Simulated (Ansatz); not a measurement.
The starting structures come from a database of crystals and need not be the phases stable at ambient conditions.

 Where the default PAW files enter, the runs use the earlier of Ansatz's two default sets.

Inside the gap of an insulator the Bloch states are evanescent, with a wavenumber k + iκ along the transport direction.

Input:

```
CdMgTe2
1.0
    4.61362     0.00000     0.00000
    0.00000     4.61362     0.00000
    0.00000     0.00000     6.49047
Mg Cd Te
1 1 2
Direct
  0.50000   0.50000   0.50000
  0.00000   0.00000   0.00000
  0.00000   0.50000   0.25545
  0.50000   0.00000   0.74455
```

Space group of this cell: P-4m2. The cell is taken as given; by PBEsol its mean pressure is -0.9 GPa.

Transport runs along the normal of the first two printed cell vectors, the (001) plane of the conventional cell.

The gap is the functional's own. No spin-orbit coupling. Mid-gap values are interpolated on the energy grid.

Task: Estimate the band gap and the smallest decay constant κ at mid-gap that PBEsol (Ansatz, a program for electronic structure) returns for this system.

Result: Gap 1.35 eV on a 8×8×6 mesh; κ = 0.107 1/Å, at the zone centre.
